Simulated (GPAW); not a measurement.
GPAW run on HfCo₂ (Fd-3m, 6 atoms in the cell): self-consistent single point.

Method of the run: PBEsol, GPAW PAW datasets PBEsol (made by gpaw-setup) (plane waves; GPAW).

```
CELL_PARAMETERS angstrom
      0.00000     3.40627     3.40627
      3.40627     0.00000     3.40627
      3.40627     3.40627     0.00000
ATOMIC_POSITIONS crystal
  Hf 0.50000 0.50000 0.50000
  Hf 0.75000 0.75000 0.75000
  Co 0.12500 0.12500 0.12500
  Co 0.62500 0.12500 0.12500
  Co 0.12500 0.12500 0.62500
  Co 0.12500 0.62500 0.12500
```
Moments meant for the start (each program seeds them in its own way; μB, in the order of the atoms Hf Hf Co Co Co Co): 1.0 1.0 3.0 3.0 3.0 3.0.

Reference input (self-consistent single point, DFT PBEsol, plane waves, GPAW PAW datasets PBEsol (made by gpaw-setup)): spinpol = true; mode = pw; ecut = 800 eV; xc = PBEsol; kpts = 7 7 7; mesh shift (steps) = 0 0 0; occupations.name = fermi-dirac; occupations.width = 0.1 eV; nbands = -10; convergence.density = 1e-05 e/electron; convergence.energy = 1e-05 eV/electron; symmetry.symmorphic = false. This run's input differs from it in these lines:

```diff
@@ -21,3 +21,3 @@
             xc='PBEsol',
-            kpts=(7, 7, 7),
+            kpts=(1, 1, 1),
             occupations=FermiDirac(0.1),
```

Output, abridged:

```
     iter     time        total  log10-change:  magmom
                         energy   eigst   dens
iter:   1 --:--:--   -46.172668                   +14.0127
iter:   2 --:--:--   -46.437738   -1.34  -1.26    +11.2028
iter:   3 --:--:--   -46.580154   -1.85  -1.34    +10.1293
iter:   4 --:--:--   -47.016008   -1.39  -1.53    +10.2142
iter:   5 --:--:--   -46.999778   -1.32  -1.33    +9.9462
   [... 64 lines left out ...]
iter:  70 --:--:--   -46.484660   -4.56  -2.84    +3.7073
iter:  71 --:--:--   -46.483830   -5.29  -2.85    +3.7017
iter:  72 --:--:--   -46.480482   -4.35  -2.85    +3.6597
   [... lines left out ...]
iter: 100 --:--:--   -46.481461c  -7.52c -4.67    +3.6685

Did not converge!

Here are some tips:

1) Make sure the geometry and spin-state is physically sound.
2) Use less aggressive density mixing.
3) Solve the eigenvalue problem more accurately at each scf-step.
4) Use a smoother distribution function for the occupation numbers.
5) Try adding more empty states.
6) Use enough k-points.
7) Don't let your structure optimization algorithm take too large steps.
8) Solve the Poisson equation more accurately.
9) Better initial guess for the wave functions.

See details here:

    https://gpaw.readthedocs.io/documentation/convergence.html
Traceback (most recent call last):
   [... frames left out ...]
gpaw.KohnShamConvergenceError: Did not converge!  See text output for help.
```

The run ended unconverged after 100 iterations. 

The starting cell comes from a database of computed structures (which also holds hypothetical and non-ambient phases and stackings), without a prior relaxation at this level. Its lattice was rescaled by a random factor within 2.5 % of one.

Cost on one core of a shared machine: roughly 4 min.
